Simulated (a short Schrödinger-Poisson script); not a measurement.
Solved with a short Schrödinger-Poisson script written for these runs: one-band effective-mass equation with BenDaniel-Duke matching, electrons, heavy and light holes apart, hard walls at the outer ends, one valence edge for both holes (no strain splitting), no charge, excitons, band mixing or non-parabolicity; under a field the levels are quasi-bound states of a box, listed while three quarters of their weight lies within 4 nm of the wells.

Stack: single CdTe/Cd0.8Zn0.2Te quantum well.

From the first side: 20 nm Cd0.8Zn0.2Te; 4 nm CdTe; 20 nm Cd0.8Zn0.2Te.

Constants are typed, rounded textbook-type inputs, not results; the design itself was drawn at random and stands for no fabricated device. CdTe: direct gap (eV) 1.5, conduction-band edge (eV) 0, electron mass (mₑ) 0.096, heavy-hole mass 0.6, light-hole mass 0.12. Cd0.8Zn0.2Te: direct gap (eV) 1.62, conduction-band edge (eV) 0.096, electron mass (mₑ) 0.1, heavy-hole mass 0.6, light-hole mass 0.13.

The valence-band edge of each layer lies one gap below its conduction-band edge. The electron's potential energy rises along the stack by the applied field. Mesh 0.03 nm at interfaces.

### Question
Give the e1-hh1 transition at zero applied field (eV); the squared e1-hh1 overlap at zero applied field; the e1 above the well's band edge (meV).

### Answer
e1-hh1 transition at zero applied field (eV): 1.563; squared e1-hh1 overlap at zero applied field: 0.98; e1 above the well's band edge (meV): 52.6. Excitons are left out, and strain enters only through the typed gaps and offsets, so measured lines lie elsewhere.
